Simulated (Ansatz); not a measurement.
# Parameter sweep on TiCl2 (P2_1/c, 12 atoms in the cell)

```yaml
crystal:
  lattice:
    - [6.42183, 0.00000, 0.00000]
    - [0.00000, 6.49801, 0.00000]
    - [-1.06341, 0.00000, 6.54396]
  atoms:
    - { symbol: Ti, position: [0.27540, 0.03950, 0.20830] }
    - { symbol: Ti, position: [0.72460, 0.53950, 0.29170] }
    - { symbol: Ti, position: [0.72460, 0.96050, 0.79170] }
    - { symbol: Ti, position: [0.27540, 0.46050, 0.70830] }
    - { symbol: Cl, position: [0.07000, 0.33170, 0.34470] }
    - { symbol: Cl, position: [0.93000, 0.83170, 0.15530] }
    - { symbol: Cl, position: [0.93000, 0.66830, 0.65530] }
    - { symbol: Cl, position: [0.07000, 0.16830, 0.84470] }
    - { symbol: Cl, position: [0.44960, 0.75690, 0.47920] }
    - { symbol: Cl, position: [0.55040, 0.25690, 0.02080] }
    - { symbol: Cl, position: [0.55040, 0.24310, 0.52080] }
    - { symbol: Cl, position: [0.44960, 0.74310, 0.97920] }
```

Base run A: PBE (Ansatz, an electronic-structure program), self-consistent single point.

Its settings: kpoints.mp_grid.grid = 3 3 3; kpoints.mp_grid.shift = 0.5 0.5 0.5; hamiltonian.xc = pbe; hamiltonian.pseudopotentials = {kind: paw} (the program's default PAW files); scf.occupations.method = fermi_dirac; scf.occupations.width = 0.0037 Ry.

The starting cell was generated: these elements placed on a structure prototype, without a prior relaxation; it need not be a known phase or ordering of this composition. Its lattice was rescaled by a random factor within 2.5 % of one. Spin polarisation is off, so a magnetic state, if there is one, cannot be reached. In the base run, with a pressure of about -5 GPa the cell is away from its equilibrium volume at this level. Ansatz's pressure includes its estimate of the finite-basis (Pulay) stress.

ΔF is the free energy per atom less that of run A. 

| run | scf.occupations.method, scf.occupations.width | ΔF (meV/atom) | pressure (GPa) | largest force (eV/Å) | TS (meV/atom) |
|---|---|---|---|---|---|
| A | fermi_dirac, 0.0037 Ry | 0.00 | -5.29 | 0.446 | 20.7 |
| B | gaussian, 0.0037 Ry | 8.8 | -5.44 | 0.447 | 2.9 |
| C | gaussian, 0.0147 Ry | -14.4 | -5.06 | 0.446 | 48.5 |
| D | fermi_dirac, 0.0147 Ry | -121.5 | -4.05 | 0.451 | 217.2 |
| E | methfessel_paxton, 0.0037 Ry | 10.3 | -5.47 | 0.446 | -0.4 |
| F | methfessel_paxton, 0.0147 Ry | 10.1 | -5.40 | 0.440 | 3.6 |
| G | cold, 0.0037 Ry | 10.2 | -5.47 | 0.443 | 0.0 |
| H | cold, 0.022 Ry | -2.8 | -5.00 | 0.449 | 40.5 |
| I | tetrahedron, default | 10.1 | -5.47 | 0.458 | 0.0 |

Run G against A: The free energy goes up by 10.2 meV/atom, the pressure goes from -5.29 to -5.47 GPa and the largest force moves little (0.446 to 0.443 eV/Å).

Run F against A: The free energy goes up by 10.1 meV/atom, the pressure goes from -5.29 to -5.40 GPa and the largest force hardly changes (0.446 to 0.440 eV/Å).

Keys are those of Ansatz 0.2.
